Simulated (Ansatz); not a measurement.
Abridged Ansatz (an electronic-structure program) output:

```
Pseudopotential: W, paw, valence charge 14
Pseudopotential: Pb, paw, valence charge 14
Crystal: 3 atoms, lattice volume = 66.133 Å³
Basis set: ecut = 500 eV, 1661 PW (Γ), exchange–correlation on 180×180×180 points (64 copies of the dense FFT grid, shifted against one another)
Bands: 25, of which v1, the nominal top of the filled ones, is band 21 counted from 1 (20 counted from 0)
Symmetry: 16 space group operations
k-points: 480 of 5832
Functional: x = r2scan, c = r2scan; τ floored in thin density (d = 2e-4 eV/Å³)
SCF iter   1: F=—  HF=-34235.975737 eV  |F-HF|=—  |Δ(HF+E_count)|=         —  Δρ=8.89e-3  dr2=2.88e-2  dr2_τ=3.30e-2  ethr=1.77e-3  ⟨swp⟩=6.6  Hψ=57973  notcnv=0
SCF iter   2: F=—  HF=-34236.017214 eV  |F-HF|=—  |Δ(HF+E_count)|=   4.15e-2  Δρ=4.82e-3  dr2=8.63e-3  dr2_τ=2.76e-4  ethr=6.86e-5  ⟨swp⟩=3.1  Hψ=26167  notcnv=0
SCF 1 converged in 10 iterations: F = -34236.016910 eV  dr2 = 1.12e-11
SCF converged after 10 iterations
Free energy (F): -34236.016910 eV
Internal energy: -34236.002776 eV  (E = F + TS)
E sigma→0 (E₀):  -34236.009843 eV
Entropy (-TS):   -0.014134 eV (-4.711 meV/atom)
Fermi energy:    15.769480 eV
--- Forces (eV/Å), atoms counted from 1 ---
  atom   1  W      0.00000000     0.00000000    -0.00000000
  atom   2  Pb     0.00000000     0.00000000    -0.00047823
  atom   3  Pb    -0.00000000     0.00000000     0.00047823
--- Stress (GPa, compression-positive) ---
        0.001096       0.000000      -0.000000
        0.000000       0.001096       0.000000
       -0.000000       0.000000       0.001832
  P = ⅓ Tr σ = 0.0013 GPa (0.013 kbar)
```

### Question
What was computed, and what are the main results?

### Answer
Pb2W, 3 atoms in the cell, with r2SCAN (Ansatz), scalar-relativistic without spin-orbit coupling. The last SCF converged to F = -34236.016910 eV, or -11412.0056 eV per atom, at a pressure of 0.00 GPa. The total energy compares only with runs of the same code, potentials and settings.

Whether these cells are dynamically stable was not tested. The final runs are not spin-polarised. The cell was made from WSi2 by this change: Si → Pb; the result is a hypothetical phase, not in the database extracts checked. Pb2W has a high density of states at the Fermi level and may be magnetic at this level.
